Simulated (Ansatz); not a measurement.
Cost and result by functional for the adsorption energy of NH3 on the 1x1 (10-10) surface of wurtzite ZnO (cut with top plane O + Zn), one in a 2x1 cell, started at the site 'bridge Zn-Zn (span 3.3 Å)', in Ansatz (plane waves, PAW). Single points on the PBE structure, on one kind of machine; costs are rough ratios of the slab run's core time (references not counted) to the cheapest single point. r2SCAN's cost holds its higher cutoff (500 against 420 eV). Differences are taken against HSE06 for comparison alone: no measured value is at hand, so the table doesn't rank accuracy. HSE06 ran on a coarser k-mesh, which lowers its cost and may carry part of its shift.

Host crystal: wurtzite ZnO, with a band gap (PBE, scalar-relativistic without spin-orbit coupling).

Set-up: 36 atoms, 9.4 Å thick at the start under the adsorbate (thin: gaps and levels are the slab's own); mesh 3x4x1; 0.01 eV smearing; dipole correction on; 16 atoms held, the rest relaxed; no symmetry held; no spin, no spin-orbit, no U, no dispersion correction. At the end it is bonded to Zn. In PBE it is, or lies within 0.03 eV of, the lowest of the starts that converged. These notes are the PBE run's. Adsorption energies are against NH3(g). A negative adsorption energy means that the adsorbate is more stable on the surface than in its reference.

```csv
functional,relative cost,adsorption energy (eV),less HSE06 (eV)
RPBE,1,-0.79,0.26
r2SCAN,2,-1.17,-0.12
HSE06,30,-1.05,0.00
PBE (the relaxed run's value),–,-1.03,0.02
```

The values span 0.39 eV, while the single points' costs differ by a factor of roughly 30. Differences are of unrounded values.

Ansatz is a program for electronic structure.
